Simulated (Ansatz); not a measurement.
# HfOs, response to strain

Take HfOs in the CsCl type structure (space group Pm-3m, No. 221; a = 3.2241 Å; relaxed with 0.1 eV smearing) as the base. Axes: x, y, z lie along the cube axes.

Strains are applied to the cell and any free atomic positions relax.

Level of theory: Ansatz (a quantum-chemistry and plane-wave program), PBEsol, PAW, cutoff 420 eV, no SOC.

Candidates:
(a) uniaxial strain ε_yy = +5.74 %
(b) tensor shear ε_xy = +3.81 %
(c) isotropic strain +2.82 %

Notes on the quantities. energy relative to the base: free energy F.

Problem. Order them by energy relative to the base, lowest first.

Solution. (b) tensor shear ε_xy = +3.81 % (+35 meV/atom), (a) uniaxial strain ε_yy = +5.74 % (+65 meV/atom), (c) isotropic strain +2.82 % (+82 meV/atom)

Stability against distortions was not tested. The final runs are not spin-polarised.
